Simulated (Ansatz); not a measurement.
ZrO2 under a change: pressure 2.1 GPa

Take ZrO2 (space group P4_2/nmc, No. 137; a = 3.621 Å, c = 5.284 Å) as the base.

One thing is altered: cell and atoms relaxed at a pressure of 2.1 GPa.

All numbers come from PBE (Ansatz, a program for electronic structure; PAW; 420 eV plane waves; no SOC), earlier PAW set. Γ-centred 9×9×6 mesh, Fermi–Dirac width 0.05 eV.

Volume per atom: 11.40 Å³ (base 11.55 Å³)
Density: 5.98 g/cm³ (base 5.91 g/cm³)
Lattice parameter a: 3.610 Å (base 3.621 Å)
c/a ratio: 1.454 (base 1.459)
Shortest interatomic distance: 2.076 Å (base 2.077 Å)
Band gap: 4.05 eV (base 4.04 eV)
Gap character: indirect, k = (0.222, 0.222, 0) in the run's primitive reciprocal basis → Γ (base indirect, k = (0.222, 0.222, 0) in the run's primitive reciprocal basis → Γ)
Smallest direct gap: 4.15 eV (base 4.14 eV)
Width of the top valence band: 0.88 eV (base 0.87 eV)
Electron mass: 2.3 mₑ along c, 0.61 mₑ across (at Γ) (base 2.3 mₑ along c, 0.61 mₑ across (at Γ))

Final structure:

```xyz
6
Lattice="3.6097 0.0000 0.0000 0.0000 3.6097 0.0000 0.0000 0.0000 5.2489" Properties=species:S:1:pos:R:3 pbc="T T T"
Zr     0.0000     0.0000     0.0000
Zr     1.8048     1.8048     2.6244
O      0.0000     1.8048     1.0260
O      0.0000     1.8048     3.6504
O      1.8048     0.0000     1.5985
O      1.8048     0.0000     4.2229
```

Load acts through the strain it causes; cell and atoms are relaxed under it. Masses are band curvatures over ±0.01 Å⁻¹ around the edge. Stability against distortions was not tested. This is not the structure that ZrO2 has at room temperature and ambient pressure.
